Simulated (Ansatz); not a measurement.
Ansatz (a program for electronic structure) run on CrBi2 (Pnnm, 6 atoms in the cell): self-consistent single point.

Computed with PBE (plane waves, PAW; Ansatz).

```xyz
6
Lattice="6.4427 0.0000 0.0000 0.0000 7.8632 0.0000 0.0000 0.0000 4.9088" Properties=species:S:1:pos:R:3 pbc="T T T"
Cr     0.0000     0.0000     0.0000
Cr     3.2213     3.9316     2.4544
Bi     1.2911     2.9778     0.0000
Bi     4.5125     0.9538     2.4544
Bi     1.9302     6.9094     2.4544
Bi     5.1516     4.8854     0.0000
```
Moments meant for the start (each program seeds them in its own way; μB, in the order of the atoms Cr Cr Bi Bi Bi Bi): 3.0 3.0 0.0 0.0 0.0 0.0.

Reference input (self-consistent single point, DFT, PBE, plane waves, default PAW files): basis.ecutwfc = 420 eV; kpoints.mp_grid.grid = 3 3 4; hamiltonian.xc = pbe; hamiltonian.pseudopotentials = {kind: paw} (the program's default PAW files); magnetization.spin_polarized = true; scf.occupations.method = methfessel_paxton; scf.occupations.width = 0.1 eV. This run's input differs from it in these lines:

Ansatz 0.2 input:
```diff
@@ -16,3 +16,3 @@
 kpoints:
-  mp_grid: { grid: [3, 3, 4] }
+  mp_grid: { grid: [4, 3, 5] }
 hamiltonian:
@@ -23,3 +23,3 @@
 scf:
-  occupations: { method: methfessel_paxton, width: 0.1 }
+  occupations: { method: methfessel_paxton, width: 0.03 }
 output:
```

Output (repeated stretches shortened):

```
SCF iter   1: F=—  HF=-56336.150563 eV  |F-HF|=—  |Δ(HF+E_count)|=         —  Δρ=4.12e-2 (↑1.16e-2 ↓4.12e-2)  dr2=4.41e0  dr2_m=1.31e0  M=7.389 μB ∫|m|=8.401 μB  β_m=0.30  ethr=3.10e-3  ⟨swp⟩=7.9  Hψ=7767  notcnv=0
Mixer restart at iter 1: flushing history
all-band conjugate gradients solve this SCF's bands
preconditioner: auto → Kerker (q_TF=auto, 2.295 Å⁻¹)
spin=Collinear: Kerker preconditioning applied to the charge; magnetization (m = ρ↑ − ρ↓) channel mixes plain (no charge-response kernel on spin).
   [... lines left out ...]
SCF iter  15: F=—  HF=-56336.477105 eV  |F-HF|=—  |Δ(HF+E_count)|=   2.23e-6  S|Δr|=    0.00e0  Δρ=5.67e-6 (↑5.67e-6 ↓2.36e-6)  dr2=1.47e-7  dr2_m=2.43e-8  M=7.719 μB ∫|m|=9.528 μB  β_m=0.95  ethr=6.97e-10  ⟨swp⟩=2.9  Hψ=3997  notcnv=0  defer=169
SCF iter  16: F=-56336.477105 eV  HF=-56336.477105 eV  |F-HF|=9.47e-9  |Δ(HF+E_count)|=   3.33e-8  S|Δr|=    0.00e0  Δρ=8.59e-7 (↑7.69e-7 ↓8.59e-7)  dr2=1.42e-8  dr2_m=2.85e-10  M=7.718 μB ∫|m|=9.528 μB  ethr=1.14e-10  ⟨swp⟩=12.0  Hψ=8080  notcnv=0
SCF 1 converged in 16 iterations: F = -56336.477105 eV  dr2 = 1.42e-8
WARN: an SCF from antiferromagnetic starting moments (-3.85, 3.85, 0.00, 0.00, 0.00, 0.00 Bohr magnetons, atom by atom) was not made, by what the run has read …
   [... lines left out ...]
Absolute magnetization: 9.5396 μB (∫|ρ↑−ρ↓|, with the PAW one-centre terms)
Free energy (F): -56336.477105 eV
Fermi energy:    5.599192 eV
   [... lines left out ...]
  atom   6  Bi     0.08341152    -0.06584243     0.00000000
--- Stress (GPa, compression-positive) ---
       -7.873105      -0.000000      -0.000000
       -0.000000      -7.027851      -0.000000
       -0.000000      -0.000000      -7.048513
  P = ⅓ Tr σ = -7.3165 GPa (-73.165 kbar)
  The stress holds the Pulay correction. Without it, at fixed plane waves, as pw.x and ABINIT print it: P = -7.3386 GPa
```

The run converged in 16 iterations. Against the reference run the free energy drops by 11.2 meV/atom, the pressure goes from -7.16 to -7.32 GPa, the largest force goes from 0.133 to 0.106 eV/Å and the size of the net moment goes from 1.36 to 1.29 μB/atom.

The starting cell was generated: these elements placed on a structure prototype, without a prior relaxation; it need not be a known phase or ordering of this composition. The magnetic order is the one reached from the typed start; others were not searched systematically. The program warned that, by what it read of turns of the moments, another magnetic order lies lower. With a pressure of about -7 GPa the cell is away from its equilibrium volume at this level. Ansatz's pressure includes its estimate of the finite-basis (Pulay) stress.

Cost on one core of a shared machine: roughly 50 s.
